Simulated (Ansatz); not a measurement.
Consider Cu in the fcc (Cu type) structure (space group Fm-3m, No. 225; a = 3.6297 Å).

(Cell as relaxed with PBE.)

Levels (all Ansatz, an electronic-structure program, PAW): PBE (420 eV, spin-orbit coupling left out); r2SCAN (500 eV, spin-orbit coupling left out).

Each level relaxes its own structure.

```csv
base,PBE,r2SCAN
volume per atom,11.96 Å³,11.44 Å³
lattice parameter a,3.630 Å,3.577 Å
band gap,zero,zero
```

The change: Au replaces 66.7 % of the Cu, ordered in a cell of 3 atoms (starting symmetry I4/mmm) and fully relaxed.

```tsv
quantity	PBE	r2SCAN
volume per atom	16.01 Å³	___
mixing energy (to 0.01 eV only: unlike meshes or grids)	-0.04 eV/atom	___
```

**Question.** Given the PBE results, estimate those of r2SCAN.

**Answer.** 
- volume per atom, r2SCAN: 15.56 Å³
- mixing energy (to 0.01 eV only: unlike meshes or grids), r2SCAN: -0.05 eV/atom

PBE's volume per atom lies 0.45 Å³ above r2SCAN's (2.9 %). Neither level is exact; r2SCAN is the comparison here, not a measurement.

Each cell is one ordered arrangement of few atoms, which overstates ordering effects compared with a random alloy. Stability against distortions was not tested. All final runs are without spin polarisation.
